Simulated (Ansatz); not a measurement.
Amorphous Ti₂₀O₄₁Ag₂, 63 atoms at 3.87 g/cm³, one PBE-relaxed geometry, zone centre. Methods: PBE, scalar-relativistic without spin-orbit coupling (Ansatz, an electronic-structure program); r2SCAN, scalar-relativistic without spin-orbit coupling (Ansatz); HSE06, scalar-relativistic without spin-orbit coupling (Ansatz). Plane waves to 420 eV (r2SCAN 500 eV); exact exchange is cut at the cell's faces. At PBE the levels at the filled edge of the gap are localised (band-tail or defect states), and the nearest spread-out levels lie 2.7 eV apart at the zone centre. All rungs ran without spin polarisation.

A CHGNet melt-quench gave the starting glass, which DFT then relaxed. O atoms were pushed apart under 1.9 Å during the dynamics, to hinder bonds among them. The hot cell started wider than the set density and was brought back towards it in steps. It is the lowest in DFT energy of 2 quenches. It is a model cell: composition and starting density were chosen by hand, and all elements were melted together. No dispersion term was used. Its density started from a set value of 3.87 and ended at 3.87 g/cm³. The simulated quench (nominally 240 K/ps over its main leg) is rapid and tends to freeze in more defects than a deposited or slowly cooled glass has. One small periodic cell is one sample of the glass; other quenches scatter about these values. The volume was held where the preparation left it and the shape relaxed, at a PBE pressure of -0.1 GPa (tension). On a 2×2×2 Γ-centred mesh force components of up to 0.16 eV/Å stay, since the relaxation ran on the zone centre alone.

The relaxation ran on the zone centre alone. At PBE the level gap is 2.20 eV on a 2×2×2 Γ-centred mesh, and the spacing at the zone centre alone 2.34 eV.

Q: What zone-centre spacing does r2SCAN give, roughly?

A: 2.61 eV (+0.27 eV against PBE).

Q: What zone-centre spacing does HSE06 give, roughly?

A: 3.88 eV (+1.54 eV against PBE).

The highest filled and the lowest empty state spread over these numbers of atoms (participation numbers): PBE: 3.3 and 14.5; r2SCAN: 3.0 and 14.2; HSE06: 3.8 and 14.6.
